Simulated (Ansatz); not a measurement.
What O on a Sr site (antisite), symmetric start does to SrTiO3

The reference is a 10-atom supercell of SrTiO3 in the cubic perovskite structure (space group Pm-3m, No. 221; a = 3.9365 Å) at its relaxed geometry.

Modification: one Sr atom is replaced by O, atoms relaxed at fixed cell.

Method: Kohn–Sham DFT with the PBE functional, run in Ansatz (a first-principles code) with PAW and 420 eV plane waves, spin-orbit coupling left out, earlier PAW set. Γ-centred 6×6×6 mesh, Fermi–Dirac width 0.01 eV.

```yaml
pressure: -3.1 GPa (base 0.0 GPa)
largest_displacement_of_a_host_atom_from_its_site_in_the_perfect_cell: 0.00 Å
mean_distance_from_the_defect_site_to_its_nearest_host_atoms: 2.78 Å (base 2.78 Å)
```

Final structure:

```
CELL_PARAMETERS angstrom
      3.93649    -3.93649     0.00000
      0.00000     3.93649    -3.93649
      0.00000     3.93649     3.93649
ATOMIC_POSITIONS crystal
  O  0.00000 0.00000 0.00000
  Sr 0.00000 0.50000 0.50000
  Ti 0.50000 0.25000 0.75000
  Ti 0.50000 0.75000 0.25000
  O  0.00000 0.00000 0.50000
  O  0.00000 0.50000 0.00000
  O  0.50000 0.50000 0.50000
  O  0.50000 0.00000 0.00000
  O  0.50000 0.00000 0.50000
  O  0.50000 0.50000 0.00000
```

Other magnetic orders, which the real material may have, were not ruled out. In so small a cell the defect repeats every few ångströms: this is an ordered compound, not a dilute defect. A case with no gap was solved on a k-mesh chosen for an insulator, which is coarse for it. The defect started on the symmetric site and kept its symmetry, so it may sit on a saddle. No Hubbard U is applied, and correlation can decide whether such a compound is a metal. Spin-polarised in the final run: O on a Sr site (antisite); the other runs are not. Many cubic perovskites are stable only at high temperature; tilts and polar distortions were not tested. The defect cell is spin-polarised and ends with 4.0 μB.
